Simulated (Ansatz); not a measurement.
## Rock-salt CdTe (model structure) (like a known high-pressure phase)

Level of theory: LDA (plane waves, PAW; Ansatz, a program for electronic structure).

Settings: plane-wave cutoff 500 eV, 12×12×12 k mesh, Fermi–Dirac smearing 0.05 eV, scalar-relativistic PAW data made under PBE.

Cell (relaxed at this level):

```xyz
2
Lattice="0.0000 2.9651 2.9651 2.9651 0.0000 2.9651 2.9651 2.9651 0.0000" Properties=species:S:1:pos:R:3 pbc="T T T"
Cd     0.0000     0.0000     0.0000
Te     2.9651     2.9651     2.9651
```

```json
{
  "band_gap": "zero (no gap)"
}
```

Spin–orbit coupling is not included.

A model structure was made by putting elements into a prototype or built by hand; it is no filed structure, need not be a known phase, and can be a saddle point held by its symmetry.
